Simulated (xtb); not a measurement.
xtb 6.7.1, GFN2-xTB: Si(Me)(Et)(Vi)(NMe2) (C=C[Si](C)(CC)N(C)C), 26 atoms. The geometry is a generated start, not checked to be a minimum at this level.

* **run flags**: --grad
* **method**: GFN2-xTB
* **--acc**: 1 (default)
* **--etemp (K)**: 300 (default)
* **basis functions**: 59
* **valence electrons**: 54

```xyz
26

C     -1.3551    -2.5456    -1.0792
C     -0.7127    -1.3930    -1.1693
Si    -0.3532    -0.2175     0.2680
C     -0.7438    -1.0756     1.9341
C     -1.4326     1.3516     0.1049
C     -1.2581     2.0616    -1.2323
N      1.3049     0.2404     0.0494
C      2.3037    -0.7603    -0.2389
C      1.8766     1.3955     0.6966
H     -1.5464    -3.1751    -1.9356
H     -1.7191    -2.9182    -0.1362
H     -0.3722    -1.0769    -2.1494
H     -0.5063    -0.4346     2.7782
H     -0.1637    -1.9874     2.0419
H     -1.7925    -1.3424     2.0183
H     -2.4795     1.0707     0.2231
H     -1.2150     2.0494     0.9143
H     -1.5703     1.4127    -2.0465
H     -1.8550     2.9714    -1.2737
H     -0.2161     2.3265    -1.3897
H      1.8454    -1.5909    -0.7683
H      2.7725    -1.1459     0.6744
H      3.0886    -0.3287    -0.8665
H      2.3000     1.1471     1.6787
H      1.1179     2.1625     0.8263
H      2.6819     1.8028     0.0772
```

One run each on 1 thread. Values of broydamp tried: 0.02, 0.05, 0.1, 0.2, 0.4 (default), 0.6, 0.8, 1.

Question: Which value of broydamp needs the fewest SCC iterations, and what happens away from it?

Answer: Fewest SCC iterations, within one of each other: 0.4 (default) with 13, 0.6 with 13, 0.8 with 14, 1 with 14. The count rises to 23 at 0.02. All converge to one solution.

```csv
broydamp,SCC iterations,end
0.02,23,same solution
0.05,21,same solution
0.1,18,same solution
0.2,16,same solution
0.4 (default),13,same solution
0.6,13,same solution
0.8,14,same solution
1,14,same solution
```
